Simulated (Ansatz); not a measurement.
Results of r²SCAN (plane waves, PAW; Ansatz, a first-principles code) for TiOF2 (within 0.1 Å of P4₁, No. 76, 16 atoms in the cell; start mp-753858).

Numerical settings: plane-wave cutoff 560 eV, 8×4×8 k mesh (along the axes of the cell as run), Fermi–Dirac smearing 0.01 eV, no spin polarisation, scalar-relativistic PAW data made under PBE.

Cell (relaxed with PBE-D3(BJ)):

```
TiF2O
1.0
    5.14462     0.00000     0.09888
    0.00000     9.20422     0.00000
   -0.08698     0.00000     5.14535
Ti O F
4 4 8
Direct
  0.14361   0.45255   0.11253
  0.85639   0.95255   0.88747
  0.38839   0.20258   0.64371
  0.61161   0.70258   0.35629
  0.62275   0.08957   0.81729
  0.37725   0.58957   0.18271
  0.31759   0.33944   0.87783
  0.68241   0.83944   0.12217
  0.12147   0.06702   0.61999
  0.87853   0.56702   0.38001
  0.88672   0.50599   0.90011
  0.11328   0.00599   0.09989
  0.87905   0.81739   0.61968
  0.12095   0.31739   0.38032
  0.60102   0.25590   0.38599
  0.39898   0.75590   0.61401
```

### Question
What does this level give for the band gap, smallest direct gap on the k points sampled and direct gap at Γ?

### Answer

- band gap: 4.15 eV (indirect)
- smallest direct gap on the k points sampled: 4.18 eV
- direct gap at Γ: 4.25 eV

Note: cell and atoms aren't relaxed at this level (largest force component 0.18 eV/Å, pressure -2.0 GPa).

The computed numbers hold no vibrational or temperature effects.

Computing time: roughly 7 core-minutes.

A start named mp-… is a Materials Project structure, which need not be a measured phase.
